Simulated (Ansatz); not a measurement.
Base system: CdTe in the zinc blende structure (space group F-43m, No. 216; a = 6.618 Å). Axes: x, y, z lie along the cube axes.

Method: DFT with PBE, PAW potentials and a 420 eV plane-wave cutoff in Ansatz (a first-principles code), no spin-orbit coupling.

It is then changed as follows: the cell is scaled by 0.9891 in all directions, atoms relaxed at fixed cell.

Problem. Predict the stress tensor and what it implies for the stiffness.

Solution. Stress of the strained cell less that of the base (GPa, compression positive):
```
   1.25    0.00    0.00
   0.00    1.25    0.00
   0.00    0.00    1.25
```

Then B = −ΔP/(ΔV/V₀) with ΔV/V₀ = -0.0323 gives secant stiffness values (nonlinear terms included at this strain): B ≈ 39 GPa.

As a check, the harmonic strain energy −½ V₀ Δσ:ε is 4.6 meV/atom; the computed energy rise is 4.5 meV/atom.

No phonon test of stability was made.
